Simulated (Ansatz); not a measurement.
Take ZnO in the wurtzite structure (space group P6_3mc, No. 186; a = 3.2308 Å, c = 5.2158 Å) as the base.

Levels (all Ansatz, a program for electronic structure, PAW, earlier PAW set): PBEsol (420 eV, spin-orbit coupling left out); r2SCAN (500 eV, no SOC); HSE06 (420 eV, scalar-relativistic without spin-orbit coupling); PBEsol+SOC (420 eV, noncollinear with spin-orbit coupling).

One geometry, relaxed with PBEsol, under each level:

The valence-band top lists the three highest levels at Γ (Kramers pairs under SOC), from the VBM.

| level | band gap | lowest conduction level above the VBM at special points | valence-band top at Γ | electron mass | hole mass | pressure |
|---|---|---|---|---|---|---|
| PBEsol | 0.70 eV | Γ 0.70 eV; A 3.38 eV; L 5.60 eV; M 5.73 eV | 0.00, 0.00, -0.10 eV | 0.13 mₑ (at Γ) | – | 0.0 kbar |
| r2SCAN | 1.23 eV | Γ 1.23 eV; A 3.94 eV; L 6.27 eV; M 6.44 eV | – | 0.19 mₑ (at Γ) | – | 2.8 kbar |
| HSE06 | (withheld) | (withheld) | – | – | – | – |
| PBEsol+SOC | 0.68 eV | Γ 0.68 eV; A 3.37 eV; L 5.58 eV; M 5.71 eV | 0.00, -0.03, -0.12 eV | 0.13 mₑ (at Γ) | 2.0 mₑ along c, 0.29 mₑ across (at Γ) | -0.2 kbar |

Question: Give the withheld HSE06 results.

Answer: 
- HSE06, band gap: 2.52 eV
- HSE06, lowest conduction level above the VBM at special points: Γ 2.52 eV; A 5.28 eV; L 7.57 eV

Single points use the geometry relaxed with PBEsol. Their cutoffs differ, which shifts pressures a little. Differences between runs with and without spin-orbit coupling are approximate. Masses are band curvatures over ±0.01 Å⁻¹ around the edge. Stability against distortions was not tested.
